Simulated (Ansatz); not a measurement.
## Response to strain in MgO

The parent structure is MgO (space group P6_3/mmc, No. 194; a = 3.494 Å, c = 4.194 Å; a cell from a computed database, its experimental status unchecked). Axes: x lies along a and z along c of the hexagonal cell.

Strains are applied to the cell and any free atomic positions relax; under biaxial strain the out-of-plane vector relaxes too; under stress the whole cell relaxes.

Computed with Ansatz (an electronic-structure program) PBEsol, scalar-relativistic without spin-orbit coupling.

Notes on the quantities. energy relative to the base: free energy F; pressure: mean of the normal stresses, compression positive.

| case | energy relative to the base | band gap | volume per atom | pressure |
|---|---|---|---|---|
| base | 0 meV/atom | 3.27 eV | 11.09 Å³ | 0.00 GPa |
| biaxial strain +3.34 %, plane normal [001], relaxed out of plane | – | 3.12 eV | 11.63 Å³ | -4.75 GPa |
| uniaxial strain ε_xx = −1.70 % | +1.9 meV/atom | 3.35 eV | 10.90 Å³ | 2.26 GPa |
| uniaxial strain ε_zz = −1.03 % | +1.0 meV/atom | 3.34 eV | 10.97 Å³ | 1.48 GPa |
| uniaxial stress, 1 GPa compression along x | +0.3 meV/atom | 3.28 eV | 11.05 Å³ | – |

Beyond what the load breaks, stability against distortions was not tested. This is not the structure that MgO has at room temperature and ambient pressure.
